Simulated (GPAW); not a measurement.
## Worked example: self-consistent single point of Cu₃AsS₄ (P-43m, 8 atoms in the cell) in GPAW

Level of theory: PBEsol, GPAW PAW datasets PBEsol (made by gpaw-setup) (plane waves; GPAW).

Input:

```python
from ase import Atoms
from ase.units import GPa
from gpaw import GPAW

atoms = Atoms(['Cu', 'Cu', 'Cu', 'As', 'S', 'S', 'S', 'S'],
              cell=[[5.142981, 0.000000, 0.000000],
                    [0.000000, 5.142981, 0.000000],
                    [0.000000, 0.000000, 5.142981]],
              scaled_positions=[[0.000000, 0.500000, 0.500000],
                                [0.500000, 0.000000, 0.500000],
                                [0.500000, 0.500000, 0.000000],
                                [0.000000, 0.000000, 0.000000],
                                [0.252680, 0.747320, 0.747320],
                                [0.747320, 0.747320, 0.252680],
                                [0.747320, 0.252680, 0.747320],
                                [0.252680, 0.252680, 0.252680]],
              pbc=True)

calc = GPAW(mode={'name': 'pw', 'ecut': 800},
            xc='PBEsol',
            kpts=(7, 7, 7),
            occupations={'name': 'fermi-dirac', 'width': 0.1},
            nbands=-12,
            convergence={'forces': 0.001},
            symmetry={'symmorphic': False, 'tolerance': 0.0005},
            maxiter=120)

atoms.calc = calc

energy = atoms.get_potential_energy()
print('Energy (eV):', round(energy, 6))
forces = atoms.get_forces()
print('Forces (eV/Ang):')
print(forces.round(5))
stress = atoms.get_stress()
print('Stress (GPa, Voigt):', (stress / GPa).round(4))
```

Output, abridged:

```
Input parameters:
  convergence: {forces: 0.001}
  kpts: [7 7 7]
  maxiter: 120
  mode: {ecut: 800,
         name: pw}
  nbands: -12
  occupations: {name: fermi-dirac,
                width: 0.1}
  symmetry: {symmorphic: False,
             tolerance: 0.0005}
  xc: PBEsol

species:
  Cu:
    name: Copper
    Z: 29.0
    valence: 11
    core: 18
    charge: 0.0
    file: Cu.PBEsol.gz

    # Using partial waves for Cu as LCAO basis

  As:
    name: Arsenic
    Z: 33.0
    valence: 5
    core: 28
    charge: 0.0
    file: As.PBEsol.gz

    # Using partial waves for As as LCAO basis

  S:
    name: Sulfur
    Z: 16.0
    valence: 6
    core: 10
    charge: 0.0
    file: S.PBEsol.gz

    # Using partial waves for S as LCAO basis

Reference energy: -239773.681868  # eV

Spin-paired calculation

Convergence criteria:
 Maximum [total energy] change in last 3 cyles: 0.0005 eV / valence electron
 Maximum integral of absolute [dens]ity change: 0.0001 electrons / valence electron
 Maximum integral of absolute [eigenst]ate change: 4e-08 eV^2 / valence electron
 Maximum change in the atomic [forces] across last 2 cycles: 0.001 eV/Ang OR
Maximum error relative to the maximum force is below inf
 Maximum number of scf [iter]ations: 120

Symmetries present (total): 24
Symmetries with fractional translations: 0
343 k-points: 7 x 7 x 7 Monkhorst-Pack grid
20 k-points in the irreducible part of the Brillouin zone
       k-points in crystal coordinates                weights
   0:     0.00000000    0.00000000    0.00000000          1/343
   1:     0.14285714    0.00000000    0.00000000          6/343
   2:     0.14285714    0.14285714    0.00000000         12/343
   [... 7 lines left out ...]
          ...
  19:     0.42857143    0.42857143    0.42857143          8/343

Wave functions: Plane wave expansion
  Cutoff energy: 800.000 eV
  Number of coefficients (min, max): 6965, 7011
  Pulay-stress correction: 0.000000 eV/Ang^3 (de/decut=0.000000)

Occupation numbers: Fermi-Dirac:
  width: 0.1000  # eV

Eigensolver

Densities:
  Coarse grid: 35*35*35 grid
  Fine grid: 70*70*70 grid
  Total Charge: 0.000000

Density mixing:
  Method: separate
  Backend: pulay
  Linear mixing parameter: 0.05
  old densities: 5
  Damping of long wavelength oscillations: 50

Hamiltonian:
  XC and Coulomb potentials evaluated on a 70*70*70 grid
  External potential:
    NoExternalPotential

XC parameters: PBEsol with 2 nearest neighbor stencil

Number of atoms: 8
Number of atomic orbitals: 47
Number of bands in calculation: 43
Number of valence electrons: 62
Bands to converge: occupied

Density initialized from atomic densities
  43 bands from LCAO basis set

Atomic positions and initial magnetic moments

Positions:
   0 Cu     0.000000    2.571490    2.571490    ( 0.0000,  0.0000,  0.0000)
   1 Cu     2.571490    0.000000    2.571490    ( 0.0000,  0.0000,  0.0000)
   2 Cu     2.571490    2.571490    0.000000    ( 0.0000,  0.0000,  0.0000)
   3 As     0.000000    0.000000    0.000000    ( 0.0000,  0.0000,  0.0000)
   4 S      1.299528    3.843453    3.843453    ( 0.0000,  0.0000,  0.0000)
   5 S      3.843453    3.843453    1.299528    ( 0.0000,  0.0000,  0.0000)
   6 S      3.843453    1.299528    3.843453    ( 0.0000,  0.0000,  0.0000)
   7 S      1.299528    1.299528    1.299528    ( 0.0000,  0.0000,  0.0000)

Unit cell:
           periodic     x           y           z      points  spacing
  1. axis:    yes    5.142981    0.000000    0.000000    35     0.1469
  2. axis:    yes    0.000000    5.142981    0.000000    35     0.1469
  3. axis:    yes    0.000000    0.000000    5.142981    35     0.1469

  Lengths:   5.142981   5.142981   5.142981
  Angles:   90.000000  90.000000  90.000000

Effective grid spacing dv^(1/3) = 0.1469

     iter     time        total  log10-change:
                         energy   eigst   dens  force
iter:   1 --:--:--   -40.366006
iter:   2 --:--:--   -39.150886   -1.00  -1.23
iter:   3 --:--:--   -38.089083   -1.73  -1.25
iter:   4 --:--:--   -37.471056   -1.99  -1.30
iter:   5 --:--:--   -37.107531   -1.84  -1.44
iter:   6 --:--:--   -37.065720   -1.62  -1.64
iter:   7 --:--:--   -36.981432   -2.62  -1.98
iter:   8 --:--:--   -36.981944   -3.43  -2.28
iter:   9 --:--:--   -36.973697c  -3.28  -2.32
iter:  10 --:--:--   -36.972231c  -3.96  -2.82
iter:  11 --:--:--   -36.972244c  -5.14  -3.08
iter:  12 --:--:--   -36.972334c  -4.75  -3.10
iter:  13 --:--:--   -36.972136c  -4.78  -3.17
iter:  14 --:--:--   -36.972143c  -6.17  -3.64
iter:  15 --:--:--   -36.972146c  -7.38  -3.64
iter:  16 --:--:--   -36.972178c  -5.66  -3.66
iter:  17 --:--:--   -36.972189c  -6.41  -4.03c
iter:  18 --:--:--   -36.972175c  -7.83c -4.15c
iter:  19 --:--:--   -36.972164c  -7.55c -4.20c -2.54
iter:  20 --:--:--   -36.972157c  -7.41c -4.26c -3.08c

Converged after 20 iterations.

Dipole moment: (-0.000000, -0.000000, -0.000000) |e|*Ang

Energy contributions relative to reference atoms: (reference = -239773.681868)

Kinetic:        +12.236183
Potential:      -14.742503
External:        +0.000000
XC:             -35.097163
Entropy (-ST):   -0.062374
Local:           +0.662512
SIC:             +0.000000
--------------------------
Free energy:    -37.003344
Extrapolated:   -36.972157

Showing only first 2 kpts
 Kpt  Band  Eigenvalues  Occupancy
  0    29      6.69378    0.58524
  0    30      6.69378    0.58524
  0    31      6.69378    0.58524
  0    32      7.99295    0.00000

  1    29      6.53337    1.34584
  1    30      6.53337    1.34584
  1    31      7.03578    0.02670
  1    32      7.96338    0.00000

Fermi level: 6.60551

No gap
No difference between direct/indirect transitions
Energy (eV): -36.972157

Forces in eV/Ang:
  0 Cu    0.00000   -0.00000   -0.00000
  1 Cu    0.00000    0.00000   -0.00000
  2 Cu    0.00000   -0.00000    0.00000
  3 As   -0.00000   -0.00000   -0.00000
  4 S     0.14187   -0.14187   -0.14187
  5 S    -0.14187   -0.14187    0.14187
  6 S    -0.14187    0.14187   -0.14187
  7 S     0.14187    0.14187    0.14187

Stress tensor:
    -0.034441     0.000000     0.000000
     0.000000    -0.034441    -0.000000
     0.000000    -0.000000    -0.034441
Stress (GPa, Voigt): [-5.5181 -5.5181 -5.5181 -0.      0.      0.    ]
```

The run converged in 20 iterations. GPAW prints stress with tension positive.

The starting cell comes from a database of computed structures (which also holds hypothetical and non-ambient phases and stackings), without a prior relaxation at this level. Its lattice was rescaled by a random factor within 2.5 % of one. Spin polarisation is off. With a pressure of about 6 GPa the cell is away from its equilibrium volume at this level. The run gives no clean gap (levels at the Fermi energy touch, overlap or are partly filled at this smearing), which alone does not show that the compound is a metal.

Cost on one core of a shared machine: roughly 3 min.
